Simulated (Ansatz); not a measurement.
Here is the system:

```xyz
2
Lattice="2.2401 0.0000 0.0000 -1.1201 1.9400 0.0000 0.0000 0.0000 3.5307" Properties=species:S:1:pos:R:3 pbc="T T T"
Be     1.1201     0.6467     2.6481
Be     0.0000     1.2933     0.8827
```

No spin polarisation.

All numbers come from PBE, PAW, 420 eV (Ansatz, a first-principles code; no spin-orbit coupling). Settings: 29×29×16 k-points, 0.1 eV Fermi–Dirac smearing.

### Question
Predict the band gap.

### Answer
Zero.

### Question
What space group does the calculation give?

### Answer
P6_3/mmc (No. 194).

### Question
What pressure (mean of the normal stresses, compression positive) does the calculation give?

### Answer
3.9 GPa.

The cells carry an imposed strain or load. Stability against distortions was not tested. The cell was made from Be in the hcp (Mg type) structure (space group P6_3/mmc, No. 194) by this change: isotropic strain −1.00 %.
